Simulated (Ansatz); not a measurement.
The reference is MoSe$_{2}$ in the 2H-MoS2 type structure (space group P6_3/mmc, No. 194; a = 3.228 Å, c = 12.347 Å; layered, stacked along the Cartesian z axis).

Perturbation: every Se is replaced by Te, then cell and atoms are relaxed.

Level of theory: Ansatz (an electronic-structure program), PBEsol-D3(BJ), PAW, cutoff 420 eV, without spin-orbit coupling.

Base, band edges from the VBM (valence, conduction): K -0.37, 1.17; H -0.59, 1.20; M -0.84, 1.59; L -1.08, 1.62; A -0.14, 2.49; Γ 0.00, 2.47 eV.

Question: Give the band edges at the high-symmetry points of the new zone, measured from its valence-band maximum.

Answer: 
```json
[
 {"point": "Γ", "valence edge (eV)": "-0.11", "conduction edge (eV)": "2.84"},
 {"point": "M", "valence edge (eV)": "-0.28", "conduction edge (eV)": "1.20"},
 {"point": "K", "valence edge (eV)": "-0.25", "conduction edge (eV)": "0.54"},
 {"point": "A", "valence edge (eV)": "-0.11", "conduction edge (eV)": "2.88"},
 {"point": "L", "valence edge (eV)": "-0.57", "conduction edge (eV)": "1.23"},
 {"point": "H", "valence edge (eV)": "-0.53", "conduction edge (eV)": "0.94"}
]
```

The gap is 0.33 eV, indirect, K–Γ (81 % along) → K–Γ (44 % along).

With Te present, leaving out spin-orbit coupling can change the band edges. No phonon test of stability was made.
